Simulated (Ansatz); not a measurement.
## A constructed model of the (0001) surface of hcp Ru, a layer of Mn in place of the third plane (bottom of the slab: a bare face, its two planes held)

The numbers are results of PBE (plane waves to 420 eV, PAW; Ansatz, a first-principles code), not measurements.

Slab: 6 atoms, 10.6 Å thick at the start with caps and adatoms (thin: gaps and levels are the slab's own); k 16x16x1, smearing 0.1 eV, dipole-corrected; 2 atoms held, the rest relaxed; held to the start's symmetry, so lower structures may exist; spin-polarised, no spin-orbit, no U. The starting moment vanished. In PBE it lies 0.24 eV a 1x1 cell over the lowest computed structure of the same composition (a layer of Mn in place of the second plane).

```json
{
  "work_function_of_the_top_face": "4.97 eV",
  "energy_released_by_relaxation": "0.11 eV",
  "magnetic_moment_of_the_cell": "0.00 μB",
  "cost": "very roughly 5 core-minutes"
}
```
